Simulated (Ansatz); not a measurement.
Take BN (space group P6_3/mmc, No. 194; a = 2.500 Å, c = 6.412 Å; layered, stacked along the Cartesian z axis) as the base.

Level of theory: PBEsol-D3(BJ) in Ansatz (plane waves to 420 eV, PAW, no spin-orbit coupling).

Strains are applied to the cell and any free atomic positions relax.

One change was made to it. Results:

| quantity | base | after |
|---|---|---|
| mean gap deformation potential ΔEg/Δln V | – | -1.0 eV |
| smallest direct gap | 4.49 eV | 4.37 eV |

Q: Name the change that was made.
A. isotropic strain +1.80 %
B. isotropic strain +3.00 %
C. isotropic strain +0.60 %
D. isotropic strain +1.20 %

A: B, isotropic strain +3.00 %. For comparison, the smallest direct gap in the other runs: isotropic strain +1.20 % gives 4.44 eV; isotropic strain +1.80 % gives 4.42 eV; isotropic strain +0.60 % gives 4.46 eV.

No phonon test of stability was made.

Ansatz is a program for electronic structure.
